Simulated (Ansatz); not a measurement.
A computed series for hypothetical P-3m1 Be3As2: response to strain

The reference is Be3As2 (space group P-3m1, No. 164; a hypothetical phase, not in the database extracts checked).

```yaml
crystal:
  lattice:
    - [3.59890, 0.00000, 0.00000]
    - [-1.79945, 3.11674, 0.00000]
    - [0.00000, 0.00000, 5.96015]
  atoms:
    - { symbol: As, position: [0.33333, 0.66667, 0.23103] }
    - { symbol: As, position: [0.66667, 0.33333, 0.76897] }
    - { symbol: Be, position: [0.00000, 0.00000, 0.00000] }
    - { symbol: Be, position: [0.33333, 0.66667, 0.60897] }
    - { symbol: Be, position: [0.66667, 0.33333, 0.39103] }
```

Cartesian axes are those of the cell as printed.

Strains are applied to the cell and any free atomic positions relax; under biaxial strain the out-of-plane vector relaxes too.

Calculations: Kohn–Sham DFT with the PBEsol functional, run in Ansatz (a program for electronic structure) with PAW and 420 eV plane waves, scalar-relativistic without spin-orbit coupling.

Notes on the quantities. pressure: mean of the normal stresses, compression positive.

| change | volume per atom | pressure |
|---|---|---|
| base | 13.37 Å³ | 0.0 GPa |
| biaxial strain −1.44 %, plane normal [001], relaxed out of plane | 13.03 Å³ | 2.3 GPa |
| biaxial strain +0.97 %, plane normal [001], relaxed out of plane | 13.60 Å³ | -1.4 GPa |
| biaxial strain +3.37 %, plane normal [001], relaxed out of plane | 14.16 Å³ | -4.4 GPa |
| uniaxial strain ε_zz = −3.23 % | 12.94 Å³ | 3.6 GPa |

Without a gap, meshes like the base's 15×15×8 leave anisotropic stresses uncertain by several tenths of a GPa, and small strain energies with them. Whether these cells are dynamically stable was not tested. All final runs are without spin polarisation.
